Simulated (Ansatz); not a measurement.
The parent structure is HfO2 (space group Pca2_1, No. 29; a = 5.247 Å, b = 5.031 Å, c = 5.060 Å).

The values are results of r2SCAN in Ansatz (plane waves to 500 eV, PAW, spin-orbit coupling left out), earlier PAW set, not measurements.

Before the change:

* **Valence-band top at Γ**: 0.00, -0.06, -0.18 eV
* **Gap character**: indirect, Γ → k = (0.200, 0.400, 0.400) in the run's primitive reciprocal basis

Perturbation: an isotropic linear strain of −3.29 %; the atoms relax in the strained cell.

**Question.** What does the calculation give for the energy relative to the base after the change?

**Answer.** The energy rises by 84 meV/atom.

**Question.** How does this affect the valence-band top at Γ?

**Answer.** The valence-band top at Γ (three highest levels, from the VBM) becomes 0.00, -0.07, -0.12 eV (base: 0.00, -0.06, -0.18 eV).

**Question.** Predict the new gap character.

**Answer.** The gap character goes from indirect, Γ → k = (0.200, 0.400, 0.400) in the run's primitive reciprocal basis to indirect, Γ → Y.

With Hf present, leaving out spin-orbit coupling can change the band edges. Stability against distortions was not tested. This is not the structure that HfO2 has at room temperature and ambient pressure.

Ansatz is an electronic-structure program.
